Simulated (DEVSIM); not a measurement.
Structure: Schottky contact on n-type Si, at 300 K.

Layer 1 from the left is Si, thickness (μm) 3.40, Nd (cm⁻³) 3.6e16, τn (s) 2.2e-6, τp (s) 2.2e-6. Layer 2 from the left is Si, thickness (μm) 32.0, Nd (cm⁻³) 1.7e18, τn (s) 2.2e-6, τp (s) 2.2e-6.

Left contact: Schottky, work function 4.92 eV, emission velocity 2.5e6 cm/s. Right contact: ohmic. Voltage is applied to the left contact. Recombination: SRH at mid-gap. Mobility is μmin + (μ − μmin)/(1 + (N/Nref)^α).

Constants are typed, rounded textbook-type inputs, not results; the design itself was drawn at random and stands for no fabricated device. Values at 300 K.

Si: gap (eV) 1.124, affinity (eV) 4.05, permittivity 11.7, Nc (cm⁻³) 2.86e19, Nv (cm⁻³) 3.1e19, μn (cm²/Vs) 1417, μp (cm²/Vs) 470, μn,min 52, μp,min 45, Nref,n 9.7e16, Nref,p 2.2e17, αn 0.68, αp 0.72.

DEVSIM, 1D drift-diffusion, Boltzmann statistics, complete ionisation; no tunnelling, impact ionisation, image-force lowering or self-heating. Metal contacts follow the ideal Schottky-Mott rule: no Fermi-level pinning, no interface dipoles.

What does the simulation give for the dark forward voltage at 1 A/cm², the dark forward voltage at 100 A/cm²?

dark forward voltage at 1 A/cm² 0.451 V; dark forward voltage at 100 A/cm² 0.585 V.
